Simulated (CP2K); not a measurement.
CP2K run on YCoC2 (P1, 4 atoms in the cell): self-consistent single point.

Method of the run: CP2K 2026.2 with PBEsol, GPW, DZVP-MOLOPT-SR-GTH basis, GTH-PBE potentials (GTH_POTENTIALS).

```
CELL_PARAMETERS angstrom
      3.57476     0.00000     0.00000
      0.00000     3.72887     0.00000
      0.00000     1.04042     3.58079
ATOMIC_POSITIONS crystal
  Y  0.00729 0.99534 0.99574
  Co 0.49476 0.61852 0.60551
  C  0.49864 0.44946 0.15570
  C  0.49931 0.15667 0.46304
```

Reference input (self-consistent single point, DFT LDA (Pade form), GPW, DZVP-MOLOPT-SR-GTH basis, GTH-PADE potentials (GTH_POTENTIALS)): CUTOFF = 600 Ry; REL_CUTOFF = 50 Ry; SMEAR/METHOD = FERMI_DIRAC; ELECTRONIC_TEMPERATURE = 1578.21 K; KPOINTS/SCHEME = MONKHORST-PACK 6 6 6; GAMMA_CENTERED = T; XC_FUNCTIONAL = PADE; Y/BASIS_SET = DZVP-MOLOPT-SR-GTH-q11; Y/POTENTIAL = GTH-PADE-q11; Co/BASIS_SET = DZVP-MOLOPT-SR-GTH-q17; Co/POTENTIAL = GTH-PADE-q17; C/BASIS_SET = DZVP-MOLOPT-SR-GTH-q4. This run's input differs from it in these lines:

```diff
@@ -43,3 +43,6 @@
     &XC
-      &XC_FUNCTIONAL PADE
+      &XC_FUNCTIONAL
+        &PBE
+          PARAMETRIZATION PBESOL
+        &END PBE
       &END XC_FUNCTIONAL
@@ -76,3 +79,3 @@
       BASIS_SET DZVP-MOLOPT-SR-GTH-q11
-      POTENTIAL GTH-PADE-q11
+      POTENTIAL GTH-PBE-q11
     &END KIND
@@ -80,3 +83,3 @@
       BASIS_SET DZVP-MOLOPT-SR-GTH-q17
-      POTENTIAL GTH-PADE-q17
+      POTENTIAL GTH-PBE-q17
     &END KIND
@@ -84,3 +87,3 @@
       BASIS_SET DZVP-MOLOPT-SR-GTH-q4
-      POTENTIAL GTH-PADE-q4
+      POTENTIAL GTH-PBE-q4
     &END KIND
```

The program printed (abridged):

```
 SCF WAVEFUNCTION OPTIMIZATION

  Step     Update method      Time    Convergence         Total energy    Change
     1 NoMix/Diag. 0.20E+00      -     1.73822835      -195.6754715936 -1.96E+02
     2 Broy./Diag. 0.20E+00      -     0.31068660      -192.3472691091  3.33E+00
     3 Broy./Diag. 0.20E+00      -     0.16893622      -198.3409343069 -5.99E+00
     4 Broy./Diag. 0.20E+00      -     0.04767332      -194.8783233814  3.46E+00
     5 Broy./Diag. 0.20E+00      -     0.02210827      -195.3421335599 -4.64E-01
     6 Broy./Diag. 0.20E+00      -     0.01393358      -194.7615014380  5.81E-01
   [... 7 lines left out ...]
    14 Broy./Diag. 0.20E+00      -     0.00000206      -194.9290169523 -2.99E-05
    15 Broy./Diag. 0.20E+00      -     0.00000058      -194.9290268750 -9.92E-06
    16 Broy./Diag. 0.20E+00      -     0.00000017      -194.9290298133 -2.94E-06
    17 Broy./Diag. 0.20E+00      -     0.00000007      -194.9290308033 -9.90E-07
  *** SCF run converged in    17 steps ***

  Overlap energy of the core charge distribution:               0.00000070126319
  Self energy of the core charge distribution:               -328.17895178477471
  Core Hamiltonian energy:                                     88.24097352940257
  Hartree energy:                                              68.36089271888959
  Exchange-correlation energy:                                -23.34828480911413
  Electronic entropic energy:                                  -0.00366115905124
  Fermi energy:                                                 0.40892161185715

  Total energy:                                              -194.92903080332152
  Total energy (extrapolated to T->0):                       -194.92720022379589

                     Mulliken Population Analysis

   [... lines left out ...]

 STRESS| Analytical stress tensor [bar]
 STRESS|                        x                   y                   z
 STRESS|      x       -3.43244078853E+04  -3.03300739029E+02  -5.83013529441E+02
 STRESS|      y       -3.03300739029E+02  -2.90021560164E+02  -2.73837681101E+04
 STRESS|      z       -5.83013529441E+02  -2.73837681101E+04   1.70617483372E+03
 STRESS| 1/3 Trace                                            -1.09694182039E+04
```

The run converged in 17 iterations. Against the reference run the pressure goes from -6.89 to -1.10 GPa and the largest force goes from 1.765 to 2.371 eV/Å.

The starting cell comes from a database of computed structures (which also holds hypothetical and non-ambient phases and stackings), without a prior relaxation at this level. Its atoms were displaced at random from the sites of space group no. 38. Spin polarisation is off. Values carry the incompleteness of an atom-centred basis. The potentials were made for another functional than the one used. Forces in this geometry exceed 1 eV/Å.

Cost on one core of a shared machine: roughly 4 min.
